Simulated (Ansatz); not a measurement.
## fcc Rh (1 1 1) on antifluorite Mg2Si (1 1 1) (film strained to the substrate, started from cuts of the bulks and a machine-learned relaxation; slabs Mg8Si4 and Rh15, which can lie off the formulas)

A periodic stack without vacuum, fcc Rh (1 1 1) on antifluorite Mg2Si (1 1 1) (film strained to the substrate, started from cuts of the bulks and a machine-learned relaxation; slabs Mg8Si4 and Rh15, which can lie off the formulas): substrate slab Mg8Si4, film Rh15, surface cells [[0, 1], [-1, 0]] and [[1, -2], [1, 1]], film strained by -4.1 and -4.1 %, outermost planes Mg/Mg and Rh/Rh as cut, which need not be the usual terminations and can put a slab off its formula.

The start was prepared with a machine-learned potential, and the result is one local minimum, with the in-plane cell held and forces under 0.04 eV/Å; the film can end far from its bulk form.

Method: PBE (plane waves to 420 eV, PAW; Ansatz, an electronic-structure program). No spin–orbit coupling; the runs are not spin-polarised; PBE gaps are too small against experiment. Its k-point mesh 8×8×1, Fermi–Dirac width 0.05 eV.

- interface area = 17.5 Å²
- period = 24.35 Å
- heights between the nearest atoms of the two slabs at the two interfaces = 1.92 and 1.92 Å
- Mg–Rh contacts across the interfaces within 1.22 times the sum of covalent radii = 12, mean 3.05 Å
- Rh–Si contacts across the interfaces within 1.22 times the sum of covalent radii = 6, mean 2.44 Å

```
CELL_PARAMETERS angstrom
      4.49945     0.00006     0.04283
     -2.24965     3.89649    -0.09280
     -0.25284    -2.14737    24.39468
ATOMIC_POSITIONS crystal
  Mg 0.68811 0.32638 0.06182
  Mg 0.36733 0.68430 0.09898
  Mg 0.05661 0.06404 0.16895
  Mg 0.74898 0.44894 0.24655
  Mg 0.44161 0.83541 0.32387
  Mg 0.13405 0.22029 0.40145
  Mg 0.82278 0.59964 0.47143
  Mg 0.50200 0.95754 0.50860
  Si 0.01812 0.98574 0.05089
  Si 0.40338 0.75723 0.20998
  Si 0.78722 0.52715 0.36043
  Si 0.17196 0.29815 0.51952
  Rh 0.53549 0.35560 0.59828
  Rh 0.19461 0.68344 0.59845
  Rh 0.86696 0.01514 0.59863
  Rh 0.56356 0.74824 0.69271
  Rh 0.23143 0.08067 0.69271
  Rh 0.89616 0.41270 0.69270
  Rh 0.59494 0.14192 0.78520
  Rh 0.26184 0.47608 0.78633
  Rh 0.92815 0.80790 0.78408
  Rh 0.62639 0.53563 0.87770
  Rh 0.29376 0.87108 0.87770
  Rh 0.95852 0.20316 0.87770
  Rh 0.65446 0.92817 0.97213
  Rh 0.32303 0.26864 0.97178
  Rh 0.99538 0.60039 0.97195
```
